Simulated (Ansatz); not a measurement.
The starting structures come from a database of crystals and need not be the phases stable at ambient conditions.

 Where the default PAW files enter, the runs use the earlier of Ansatz's two default sets.

By PBEsol, the system below comes out a metal.

```
YSi2
1.0
    3.99013     0.00000     0.00000
    0.00000     4.07549     0.00000
    0.00000    -2.03774     3.52948
Y Si
1 2
Cartesian
  0.00000   0.00000   0.00000
  1.99506   2.03775   1.17649
  1.99506   0.00000   2.35299
```

Space group of this cell: P6/mmm. The cell is taken as given; by PBEsol its mean pressure is -2.3 GPa.

These are PBEsol (plane waves, PAW; Ansatz, a first-principles code) values and carry that method's errors.

The current runs along the normal of the first two printed vectors; no spin-orbit coupling. Scaled by the factor s: the length along the current (ions clamped). The meshes follow the cell: 14×18×18 and 24×24 across at s = 0.97, 14×16×16 and 24×24 across at s = 1.00, 14×16×16 and 24×24 across at s = 1.03.

```tsv
s	mean pressure (GPa)	ballistic conductance per area (both spins) (× 10¹⁵ S/m²)
0.97	0.7	0.93
1.00	-2.3	1.02
1.03	-4.6	?
```

Take the slope of the ballistic conductance per area (both spins) against ln s from the two given rows, extrapolate to s = 1.03, and say what the run there gives.

Slope = (0.93 − 1.02) / ln 0.97 = 2.95 × 10¹⁵ S/m². The line gives 1.02 + (2.95) × ln 1.03 = 1.11 × 10¹⁵ S/m². The run gives 1.05 × 10¹⁵ S/m², 0.06 × 10¹⁵ S/m² under the line, 66 % of the predicted step.
